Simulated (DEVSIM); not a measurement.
System: Schottky contact on n-type β-Ga2O3, at 300 K.

Layer 1 from the left is β-Ga2O3, thickness (μm) 3.30, Nd (cm⁻³) 8.9e16, τn (s) 1.3e-9, τp (s) 1.3e-9. Layer 2 from the left is β-Ga2O3, thickness (μm) 1.40, Nd (cm⁻³) 6.1e17, τn (s) 1.3e-9, τp (s) 1.3e-9.

Left contact: Schottky, work function 5.1 eV, emission velocity 1.6e6 cm/s. Right contact: ohmic. Voltage is applied to the left contact. Recombination: SRH at mid-gap, radiative, Auger. Mobility is μmin + (μ − μmin)/(1 + (N/Nref)^α).

Constants are typed, rounded textbook-type inputs, not results; the design itself was drawn at random and stands for no fabricated device. Values at 300 K.

β-Ga2O3: gap (eV) 4.8, affinity (eV) 4, permittivity 10, Nc (cm⁻³) 3.7e18, Nv (cm⁻³) 5e20, μn (cm²/Vs) 160, μp (cm²/Vs) 1, μn,min 20, μp,min 0.1, Nref,n 1e18, Nref,p 1e18, αn 0.8, αp 0.8, B (cm³/s) 1e-12, Cn (cm⁶/s) 1e-31, Cp (cm⁶/s) 1e-31.

Simulated with DEVSIM: 1D drift-diffusion, Boltzmann statistics, complete ionisation; no tunnelling, impact ionisation, image-force lowering or self-heating. Metal contacts follow the ideal Schottky-Mott rule: no Fermi-level pinning, no interface dipoles.

Dark forward current:

```csv
|V| (V),|J| (A/cm²)
0.05,1.747e-12
0.10,1.381e-11
0.15,9.706e-11
0.20,6.717e-10
0.25,4.638e-9
0.30,3.200e-8
0.35,2.207e-7
0.40,1.522e-6
0.45,1.049e-5
0.50,7.223e-5
0.55,0.0004971
0.60,0.003417
0.65,0.02346
0.70,0.1605
0.75,1.089
0.80,7.096
0.85,38.61
0.90,134.9
0.95,298.9
1.00,503.8
1.05,731.4
1.10,972.4
1.15,1222
1.20,1478
1.25,1737
1.30,2000
```

Q: Work out the local ideality factor n = ΔV / (kT/q · ln(J2/J1)) between the rows 0.15 and 0.20 V, 1.25 and 1.30 V.

A: kT/q = 25.85 mV. From 0.15 to 0.20 V: ln(6.717e-10/9.706e-11) = 1.934, n = 1.00, near the 1 of diffusion or emission over a barrier. From 1.25 to 1.30 V: ln(2000/1737) = 0.141, n = 13.72; the layers' resistance at their doping, Σ W/(qμN) = 0.00018 Ω cm², would take 46 mV of this step of 50 mV.

Q: Estimate the current at 0.45 V for emission alone, J0 = q v N_band exp(−φB/kT), and read the barrier back from the simulated current.

A: φB = 1.100 eV, N_band = 3.70e18 cm⁻³, J0 = 3.14e-13 A/cm²; J = J0 (exp(qV/kT) − 1) = 1.14e-5 A/cm². The simulation gives 1.05e-5 A/cm²; the estimate lies 8.6 % above. Read backwards, the simulated current gives an apparent barrier of 1.102 eV. The estimate leaves out transport through the depletion region and minority injection.
